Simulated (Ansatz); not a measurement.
Consider interstitial O in zinc-blende GaP, neutral cell. These are PBE, PAW (plane waves to 420 eV; Ansatz, a program for electronic structure) values and carry that method's errors.

64-site cell at the relaxed PBE lattice, one k-point at (0.250, 0.250, 0.250), smearing 0.01 eV, spin-restricted, no finite-size correction. No zero-point or tunnelling terms. The charge state is imposed; whether it is stable for some Fermi level was not computed. Sites that were not tried may lie lower.

Barriers: single points on a 2×2×2 k-point mesh shifted by half a step at the bands' geometries (they differ from the bands' own by up to 0.13 eV, and are uncertain by about as much).

Relaxed starting cell (atoms counted from 1):

```
CELL_PARAMETERS angstrom
     11.01454     0.00000     0.00000
      0.00000    11.01454     0.00000
      0.00000     0.00000    11.01454
ATOMIC_POSITIONS crystal
  Ga 0.00135 0.00112 0.00321
  Ga 0.00015 0.99682 0.50225
  Ga 0.99809 0.50842 0.99175
  Ga 0.00232 0.49909 0.50102
  Ga 0.49902 0.00046 0.00210
  Ga 0.50369 0.99694 0.50360
  Ga 0.49931 0.49896 0.00079
  Ga 0.49928 0.49723 0.49961
  P  0.15100 0.10359 0.39175
  P  0.12496 0.12429 0.87606
  P  0.12554 0.62454 0.37603
  P  0.12695 0.62883 0.87159
  P  0.62427 0.12370 0.37630
  P  0.62406 0.12308 0.87498
  P  0.62731 0.62158 0.37658
  P  0.62563 0.62381 0.87631
  Ga 0.97705 0.27414 0.22435
  Ga 0.99978 0.24942 0.75095
  Ga 0.00027 0.74927 0.25053
  Ga 0.00118 0.75172 0.74891
  Ga 0.49869 0.24835 0.25102
  Ga 0.50185 0.24957 0.75298
  Ga 0.50581 0.74339 0.24945
  Ga 0.50085 0.74842 0.75167
  P  0.12177 0.38675 0.11416
  P  0.12658 0.37304 0.62665
  P  0.12707 0.87495 0.12880
  P  0.12797 0.87416 0.62542
  P  0.62386 0.37418 0.12600
  P  0.62491 0.37380 0.62543
  P  0.62509 0.87435 0.12531
  P  0.62834 0.87257 0.62800
  Ga 0.26467 0.98315 0.25682
  Ga 0.25123 0.99795 0.75343
  Ga 0.24785 0.49815 0.25045
  Ga 0.25101 0.49769 0.75207
  Ga 0.74856 0.99964 0.25066
  Ga 0.75182 0.99916 0.75206
  Ga 0.74939 0.49987 0.24980
  Ga 0.74966 0.49987 0.74896
  P  0.37269 0.12254 0.12891
  P  0.38105 0.12102 0.63200
  P  0.37503 0.62314 0.12658
  P  0.37677 0.62172 0.62755
  P  0.86663 0.12486 0.11952
  P  0.87568 0.12419 0.62554
  P  0.87443 0.62586 0.12486
  P  0.87686 0.62449 0.62558
  Ga 0.24691 0.24855 0.00352
  Ga 0.25782 0.24594 0.51059
  Ga 0.25016 0.74947 0.00228
  Ga 0.25224 0.74555 0.50255
  Ga 0.74509 0.25042 0.99627
  Ga 0.74906 0.24777 0.50084
  Ga 0.75013 0.75063 0.99989
  Ga 0.75149 0.74845 0.50025
  P  0.37289 0.37215 0.37636
  P  0.37487 0.37218 0.87789
  P  0.38692 0.86268 0.38058
  P  0.37620 0.87338 0.87759
  P  0.87229 0.37721 0.37758
  P  0.87383 0.37556 0.87410
  P  0.87513 0.87477 0.37505
  P  0.87757 0.87522 0.87702
  O  0.10612 0.18147 0.27852
```

End state 1 differs by these moves (Å; atoms that move under 0.08 Å are left out):

```
atom  element     Δx     Δy     Δz
----  -------  -----  -----  -----
3          Ga   0.04  -0.12   0.11
5          Ga   0.12  -0.04  -0.11
9           P  -0.51   0.51   0.00
12          P  -0.03  -0.07   0.04
14          P   0.07   0.03  -0.04
17         Ga   0.08  -0.12   0.36
25          P   0.02  -0.17   0.16
26          P  -0.05   0.07   0.06
27          P  -0.01  -0.11  -0.10
33         Ga   0.12  -0.08  -0.36
41          P   0.17  -0.02  -0.16
42          P  -0.07   0.05  -0.06
45          P   0.11   0.01   0.10
50         Ga  -0.12   0.12   0.00
51         Ga   0.02  -0.06  -0.07
53         Ga   0.06  -0.02   0.07
59          P  -0.09   0.09  -0.03
61          P  -0.09   0.09   0.03
65          O   0.85  -0.85   0.00
```

### Question
Give the forward and backward barriers to end state 1 at the level PBE, PAW.

### Answer
forward 1.20 eV, backward 1.20 eV; at the saddle point atom 65 has neighbours 2 Ga at 2.01; P at 1.70 Å. The saddle point's order was not checked, and it lies on a symmetry element of the cell, where a band can be held.
